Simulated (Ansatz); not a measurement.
We consider GaBiN₂ (model structure, started from the ScAlN2 type, P3m1, No. 156, 4 atoms in the cell), described by r²SCAN (plane waves, PAW; Ansatz, an electronic-structure program).

Run with plane-wave cutoff 560 eV, 18×18×12 k mesh (along the axes of the cell as run), Fermi–Dirac smearing 0.05 eV, scalar-relativistic PAW data made under PBE.

Cell (relaxed at this level):

Space group P3m1 (No. 156); a = b = 3.3266 Å, c = 6.7110 Å, α = β = 90.00°, γ = 120.00°

```
atom  site  symmetry       x       y       z
----  ----  --------  ------  ------  ------
Bi      1b       3m.  0.3333  0.6667  0.9876
N       1b       3m.  0.3333  0.6667  0.4567
Ga      1c       3m.  0.6667  0.3333  0.5072
N       1c       3m.  0.6667  0.3333  0.8185
```

Q: What does this level give for the band gap and direct gap at Γ?

A: 
- band gap = 0.03 eV (under three smearing widths, so not firm)
- direct gap at Γ = 2.39 eV

Note: the relaxation could raise the start's symmetry but not lower it, so the cell can be a saddle point; the cell has widely spaced layers and the level no dispersion term, so their spacing and the moduli can rest on weak binding.

Spin–orbit coupling is not included; it can close the smallest gap of 0.03 eV.

The computed numbers hold no vibrational or temperature effects.

It cost about 26 core-minutes (a rough figure) of CPU time.

A model structure was made by putting elements into a prototype or built by hand; it is no filed structure, need not be a known phase, and can be a saddle point held by its symmetry.
